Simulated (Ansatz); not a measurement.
## Ba2F (model structure, started from the Ca2N type, R-3m, No. 166, 3 atoms in the cell): lattice parameter c by level of theory

No measured value is used here.

Q: Put these levels in order of the lattice parameter c that they give for Ba2F (model structure, started from the Ca2N type, R-3m, No. 166, 3 atoms in the cell), smallest first: LDA (Ansatz, a quantum-chemistry and plane-wave program), PBE (Ansatz), PBEsol (Ansatz), r²SCAN (Ansatz).

A: LDA (20.364 Å), PBEsol (20.713 Å), r²SCAN (20.973 Å), PBE (21.230 Å)

Cutoffs differ between the levels. Ansatz's density-functional and Hartree–Fock values are scalar-relativistic unless marked +SOC, with PAW data made under PBE.

A model structure was made by putting elements into a prototype or built by hand; it is no filed structure, need not be a known phase, and can be a saddle point held by its symmetry.
